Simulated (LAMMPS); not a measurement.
Molecular dynamics of Ni (fcc), 4000 atoms, at 780 K and 0 GPa, heated as the crystal.

Method: classical MD, pair style eam/alloy, file CuNi.eam.alloy (LAMMPS).

Starting crystal:

Space group Fm-3m (No. 225); a = 3.520 Å, b = 3.520 Å, c = 3.520 Å, α = 90.00°, β = 90.00°, γ = 90.00°

| atom | site | symmetry | x | y | z |
|---|---|---|---|---|---|
| Ni | 4a | m-3m | 0.0000 | 0.0000 | 0.0000 |

Problem. Estimate the state found, the density, the enthalpy per atom, the mean frequency of the vibrational (phonon) density of states for this model.

Solution. state found: crystal; no diffusion seen in 30 ps; density: 8.6115 ± 0.0002 g/cm³; enthalpy per atom: -4.2400 ± 0.0001 eV/atom; mean frequency of the vibrational (phonon) density of states: 5.7 THz.
